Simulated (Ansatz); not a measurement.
Na vacancy in rock-salt NaCl (start: the Na site; 64-site cell, 2×2×2 shifted sampling), charge −1. Method: PBE, PAW (plane waves to 420 eV; Ansatz, a program for electronic structure).

| Item | Result |
|---|---|
| total energy of the defect cell | -80733.6190 eV |
| total energy of the perfect cell | -82225.7603 eV |
| μ(Na) in bcc Na, atoms added −1 | -1486.4157 eV |
| Δμ(Na), Cl-rich | -3.695 eV |
| valence-band maximum on the cell's zero | 0.878 eV |
| image correction with alignment | 0.352 eV |
| Fermi level above the maximum | 2.50 eV |

Work out the formation energy.

E_f = E(defect) − E(perfect) − Σ n μ + q (E_VBM + E_F) + E_corr = 1492.141 − (1490.111) + (-3.378) + (0.352) = -1.00 eV.
